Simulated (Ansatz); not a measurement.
```
Hf
1.0
    3.20490     0.00000     0.00000
   -1.60245     2.77552     0.00000
    0.00000     0.00000     5.06827
Hf
2
Cartesian
  0.00000   1.85035   1.26707
  1.60245   0.92517   3.80120
```

Computed with PBE, DFPT electron-phonon coupling, linearised Boltzmann equation (plane waves, PAW, scalar-relativistic; Ansatz, an electronic-structure program). Condition of this run: functional PBE, cell relaxed with it. Cell: relaxed with this functional, without spin-orbit coupling.

**Question.** Predict the intrinsic resistivity at 300 K.

**Answer.** 30 (x), 30 (y), 29 (z) μΩ·cm.

**Question.** How long is the mean free path there?

**Answer.** 5.4 (x), 5.4 (y), 4.8 (z) nm, weighted by the current that each state carries. Wires not much wider than this gain resistivity from their walls.

A metal at this level (no band gap). Only scattering by harmonic phonons is included (no impurities, grain boundaries, electron-electron scattering or thermal expansion). Spin-orbit coupling is left out, which matters with elements this heavy. Halving the electron mesh (32x32x16) moves the resistivity by up to 3 % at 300 K, the mean free path by up to 3 %. Smearing 0.20 eV; phonons on a 5x5x3 q mesh, which this run doesn't test.
